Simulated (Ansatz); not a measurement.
The parent structure is Be in the hcp (Mg type) structure (space group P6_3/mmc, No. 194; a = 2.2637 Å, c = 3.5639 Å). Axes: x lies along a and z along c of the hexagonal cell.

Method: Kohn–Sham DFT with the r2SCAN functional, run in Ansatz (a first-principles code) with PAW and 500 eV plane waves, without spin-orbit coupling.

The change: a free-standing slab of 6 layers (6 atoms, 1 a layer) is cut normal to the z axis, with 15 Å of vacuum and the in-plane cell held at bulk.

Estimate the effect on the excess energy per area of both faces, change of the spacing d23 from its bulk value of 1.782 Å and change of the spacing d12 from its bulk value of 1.782 Å.

The excess energy per area of both faces (slab less bulk energy over the cell's area: twice a surface energy) amounts to 3.7 J/m² (uncertain by up to 0.2 J/m²); the change of the spacing d23 from its bulk value of 1.782 Å amounts to +1.4 %; the change of the spacing d12 from its bulk value of 1.782 Å comes out as +2.8 %.

The excess energy carries the mismatch between the slab's and the bulk's meshes. Stability against distortions was not tested.
